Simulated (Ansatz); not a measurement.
Base system: PbS in the rock salt structure (space group Fm-3m, No. 225; a = 5.845 Å). Axes: x, y, z lie along the cube axes.

Method: Ansatz (a program for electronic structure) LDA, no spin-orbit coupling.

For the base:

| Item | Result |
|---|---|
| Valley order | L along ⟨111⟩ 0.06 eV; a point along ⟨110⟩, about 0.7 Å⁻¹ from Γ 1.04 eV |
| Shortest interatomic distance | 2.923 Å |

One thing is altered: biaxial strain +0.42 %, plane normal [111], relaxed out of plane (Cartesian); in-plane vectors clamped, the third vector and the atoms free.

Task: What happens to the valley order?

Result: The valley order (the lowest conduction-band minima on the path, energy above the VBM, named in the base's zone) goes from L along ⟨111⟩ 0.06 eV; a point along ⟨110⟩, about 0.7 Å⁻¹ from Γ 1.04 eV to L along [111] 0.02 eV; L along [1-11] 0.08 eV; a point along [01-1], about 0.7 Å⁻¹ from Γ 1.07 eV.

Task: Estimate the effect on the shortest interatomic distance.

Result: The shortest interatomic distance increases by 0.0035 Å (2.923 Å → 2.926 Å).

Task: How does this affect the energy relative to the base?

Result: The energy stays essentially unchanged.

With Pb present, leaving out spin-orbit coupling can change the band edges. The levels and masses belong to the bands next to the band gap. Whether these cells are dynamically stable was not tested. All final runs are without spin polarisation.
